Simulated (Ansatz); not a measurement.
The reference is Ru in the hcp (Mg type) structure (space group P6_3/mmc, No. 194; a = 2.691 Å, c = 4.249 Å; relaxed with 0.1 eV smearing). Axes: x lies along a and z along c of the hexagonal cell.

Computed with PBEsol (Ansatz, a quantum-chemistry and plane-wave program; PAW; 420 eV plane waves; no spin-orbit coupling).

The change: tensile biaxial strain of 2.50 % in the plane normal to [001], as in epitaxy on a mismatched substrate; the out-of-plane cell vector and the atoms relax.

### Question
What happens to the in-plane stress?

### Answer
The mean in-plane stress (compression positive) is -15.5 GPa.

### Question
What happens to the ratio −ε⊥/ε∥?

### Answer
The ratio −ε⊥/ε∥ comes out as 0.54.

Stability against distortions was not tested. The final runs are not spin-polarised.
